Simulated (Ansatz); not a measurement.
CsCl-type BaS (model structure), treated with r²SCAN+rVV10 (PAW; Ansatz, a first-principles code).

Settings: plane-wave cutoff 500 eV, 10×10×10 k mesh, Fermi–Dirac smearing 0.05 eV, scalar-relativistic PAW data made under PBE.

Cell (relaxed at this level):

```yaml
crystal:
  lattice:
    - [3.81093, 0.00000, 0.00000]
    - [0.00000, 3.81093, 0.00000]
    - [0.00000, 0.00000, 3.81093]
  atoms:
    - { symbol: Ba, position: [0.00000, 0.00000, 0.00000] }
    - { symbol: S, position: [0.50000, 0.50000, 0.50000] }
```

**Question.** Estimate the band gap that the calculation returns.

**Answer.** 
* **band gap**: 1.87 eV (on the SCF k mesh)

Note: the relaxation could raise the start's symmetry but not lower it, so the cell can be a saddle point.

Spin–orbit coupling is not included.

Computing time: roughly 20 core-seconds.

A model structure was made by putting elements into a prototype or built by hand; it is no filed structure, need not be a known phase, and can be a saddle point held by its symmetry.
